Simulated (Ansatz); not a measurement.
Base system: Hf in the hcp (Mg type) structure (space group P6_3/mmc, No. 194; a = 3.159 Å, c = 5.000 Å).

One thing is altered: cell and atoms relaxed at a pressure of 9 GPa.

Levels (all Ansatz, a quantum-chemistry and plane-wave program, PAW): PBEsol (420 eV, scalar-relativistic without spin-orbit coupling); PBEsol+SOC (420 eV, spin-orbit coupling included).

The geometry is relaxed with PBEsol.

| Item | Value |
|---|---|
| PBEsol pressure | 9.0 GPa |

Task: What does PBEsol+SOC give at this geometry for the pressure?

Result: The pressure shrinks by 0.4 GPa, from 9.0 GPa to 8.6 GPa.

Single points use the geometry relaxed with PBEsol. Differences between runs with and without spin-orbit coupling are approximate. Load acts through the strain it causes; cell and atoms are relaxed under it. Stability against distortions was not tested. No other phases were tried under pressure. The runs without spin-orbit coupling are not spin-polarised.
